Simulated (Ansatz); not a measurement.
**Habitual settings against a tight run: LaPt₅ (P6/mmm, 6 atoms in the cell)**

Self-consistent single point.

```xyz
6
Lattice="5.4112 0.0000 0.0000 -2.7056 4.6862 0.0000 0.0000 0.0000 4.3793" Properties=species:S:1:pos:R:3 pbc="T T T"
La     0.0000     0.0000     0.0000
Pt     0.0000     3.1241     0.0000
Pt     2.7056     1.5621     0.0000
Pt     2.7056     0.0000     2.1896
Pt     1.3528     2.3431     2.1896
Pt    -1.3528     2.3431     2.1896
```

Level of theory: PBEsol, PAW files made with PBE (plane waves; Ansatz, a program for electronic structure).

Base settings: basis.ecutwfc = 420 eV; kpoints.mp_grid.grid = 9 9 10; hamiltonian.xc = pbesol; hamiltonian.pseudopotentials = {kind: paw} (the program's default PAW files); scf.occupations.method = cold; scf.occupations.width = 0.136 eV.

Tight run (finer mesh or higher cutoff; not a proven limit): basis.ecutwfc: 420 eV → 590 eV; kpoints.mp_grid.grid: 9 9 10 → 13 13 14; scf.convergence.dr2_threshold: default (1e-07 eV) → 1e-09 eV. It gave Fermi level (on the code's own zero) 19.17 eV; pressure -2.43 GPa.

Quick runs, as changes from the base:
- A: the base itself
- B: basis.ecutwfc: 420 eV → 210 eV; kpoints.mp_grid.grid: 9 9 10 → 2 2 2; scf.occupations.width: 0.136 eV → 0.2 eV
- C: basis.ecutwfc: 420 eV → 335 eV; kpoints.mp_grid.grid: 9 9 10 → 2 2 2; scf.occupations.method: cold → methfessel_paxton; scf.occupations.width: 0.136 eV → 0.2 eV
- D: basis.ecutwfc: 420 eV → 335 eV; kpoints.mp_grid.grid: 9 9 10 → 6 6 6; hamiltonian.xc: pbesol → lda; scf.convergence.dr2_threshold: default (1e-07 eV) → 0.0001 eV [LDA (PW92)]
- E: basis.ecutwfc: 420 eV → 250 eV; kpoints.mp_grid.grid: 9 9 10 → 6 6 6; scf.occupations.method: cold → methfessel_paxton; scf.occupations.width: 0.136 eV → 0.272 eV

Energies are extrapolated to zero smearing width, which holds to low order in the width alone.

Dashes: energy of D, another energy zero.

† marks runs with another functional, U, potentials or spin treatment: their distance from the tight run is not a convergence error alone.

The count of work is k-points × plane waves × bands × iterations; it is no time. 

Pressures in the table are Ansatz's without its Pulay estimate, at a fixed set of plane waves; the tight run's value above holds the estimate.

The starting cell comes from a database of computed structures (which also holds hypothetical and non-ambient phases and stackings), without a prior relaxation at this level. Its lattice was rescaled by a random factor within 2.5 % of one. Spin polarisation is off.

```
run  energy less tight (meV/atom)  pressure less tight (GPa)  count of work / tight
---  ----------------------------  -------------------------  ---------------------
A                             2.7                       0.00                   0.24
B                          5483.3                    -242.91                 0.0049
C                            51.8                      -3.57                 0.0087
D†                              –                      -5.85                  0.048
E                          1208.9                     -71.38                  0.039
```

Among the runs at the tight run's level, the energy misses run from 2.7 to 5483.3 meV/atom.

Left out of this page: 1 run of the series unsound by tests on forces, stress, charge or solver warnings.

Keys are those of Ansatz 0.2.
